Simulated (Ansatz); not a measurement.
Electronic density of states of amorphous Ti₂₀O₃₉F₂, density 3.44 g/cm³, on a 2×2×2 Γ-centred mesh with a Gaussian width of 0.1 eV; energies count from the Fermi level, whose place inside the gap is arbitrary. Cell and mesh are small, so fine structure isn't converged. Computed with PBE, scalar-relativistic without spin-orbit coupling (plane waves to 420 eV, PAW; Ansatz, a quantum-chemistry and plane-wave program). Sampling: a 2×2×2 Γ-centred mesh; Fermi-Dirac width 0.02 eV; no spin polarisation. At PBE the levels at the filled edge of the gap are localised (band-tail or defect states).

Preparation: random packing, a CHGNet melt and quench, and a DFT relaxation. O and F atoms were pushed apart under 1.9 Å during the dynamics, to hinder bonds among them. The hot cell started wider than the set density and was brought back towards it in steps. It is the lowest in DFT energy of 2 quenches. It is a model cell: composition and starting density were chosen by hand, and all elements were melted together. No dispersion term was used. Its density started from a set value of 3.58 and ended at 3.44 g/cm³. The simulated quench (nominally 300 K/ps over its main leg) is rapid and tends to freeze in more defects than a deposited or slowly cooled glass has. A cell of this size samples the disorder only roughly. The volume was free in the relaxation, at fixed shape. Stress components on the final sampling reach 2.2 GPa. Cycles of charging lowered its energy after that relaxation.

```tsv
E - EF (eV)	states/(eV atom)
-12.00	0.00
-11.90	0.00
-11.80	0.00
-11.70	0.00
-11.60	0.00
-11.50	0.00
-11.40	0.00
-11.30	0.00
-11.20	0.00
-11.10	0.00
-11.00	0.00
-10.90	0.00
-10.80	0.00
-10.70	0.00
-10.60	0.00
-10.50	0.00
-10.40	0.00
-10.30	0.00
-10.20	0.00
-10.10	0.00
-10.00	0.00
-9.90	0.00
-9.80	0.00
-9.70	0.00
-9.60	0.00
-9.50	0.00
-9.40	0.00
-9.30	0.00
-9.20	0.00
-9.10	0.00
-9.00	0.00
-8.90	0.00
-8.80	0.00
-8.70	0.00
-8.60	0.00
-8.50	0.00
-8.40	0.00
-8.30	0.00
-8.20	0.00
-8.10	0.00
-8.00	0.00
-7.90	0.00
-7.80	0.00
-7.70	0.00
-7.60	0.00
-7.50	0.00
-7.40	0.00
-7.30	0.00
-7.20	0.00
-7.10	0.00
-7.00	0.00
-6.90	0.00
-6.80	0.00
-6.70	0.00
-6.60	0.00
-6.50	0.03
-6.40	0.17
-6.30	0.31
-6.20	0.28
-6.10	0.37
-6.00	0.47
-5.90	0.64
-5.80	0.73
-5.70	0.79
-5.60	0.79
-5.50	0.82
-5.40	0.86
-5.30	0.93
-5.20	1.05
-5.10	1.15
-5.00	1.12
-4.90	1.09
-4.80	1.09
-4.70	1.07
-4.60	0.98
-4.50	0.89
-4.40	0.85
-4.30	0.81
-4.20	0.83
-4.10	0.84
-4.00	0.80
-3.90	0.78
-3.80	0.80
-3.70	0.83
-3.60	0.83
-3.50	0.92
-3.40	0.94
-3.30	0.92
-3.20	0.92
-3.10	0.91
-3.00	0.90
-2.90	0.94
-2.80	0.94
-2.70	0.92
-2.60	0.90
-2.50	0.93
-2.40	0.84
-2.30	0.78
-2.20	0.77
-2.10	0.75
-2.00	0.73
-1.90	0.74
-1.80	0.77
-1.70	0.63
-1.60	0.39
-1.50	0.29
-1.40	0.14
-1.30	0.07
-1.20	0.15
-1.10	0.11
-1.00	0.02
-0.90	0.00
-0.80	0.00
-0.70	0.00
-0.60	0.00
-0.50	0.00
-0.40	0.00
-0.30	0.00
-0.20	0.00
-0.10	0.00
0.00	0.00
0.10	0.00
0.20	0.00
0.30	0.00
0.40	0.00
0.50	0.00
0.60	0.00
0.70	0.00
0.80	0.00
0.90	0.00
1.00	0.02
1.10	0.18
1.20	0.39
1.30	0.45
1.40	0.63
1.50	0.80
1.60	0.93
1.70	1.00
1.80	1.03
1.90	1.05
2.00	0.99
2.10	0.91
2.20	0.82
2.30	0.81
2.40	0.89
```

The level gap on this mesh is 2.29 eV; the broadening fills part of it in the curve.
